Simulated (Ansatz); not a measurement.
Si vacancy + N vacancy (V_Si+V_N) in beta Si3N4: one set of geometries, relaxed with PBE, evaluated in Ansatz (PAW, plane waves to 420 eV, 500 eV under r2SCAN) with PBE, r2SCAN.

Cell and caveats: 84-site cell; 2×2×2 shifted k-points; start: the Si(1,4-fold) site; N(1,3-fold) 1.74 Å away; energies good to tenths of an eV; relaxed from one start, so a lower configuration may exist; flagged in the runs: a host whose relaxation on this sampling wasn't shown to rest.

```json
[
 {"quantity": "host gap (eV)", "PBE": "4.25", "r2SCAN": "4.90"},
 {"quantity": "largest moment on one atom at charge +1 (μB)", "PBE": "0.35", "r2SCAN": "0.40"},
 {"quantity": "largest moment on one atom at charge −1 (μB)", "PBE": "0.35", "r2SCAN": "0.44"}
]
```

PBE narrows the gap by 0.65 eV against r2SCAN, the highest level run.

Ansatz is a quantum-chemistry and plane-wave program.
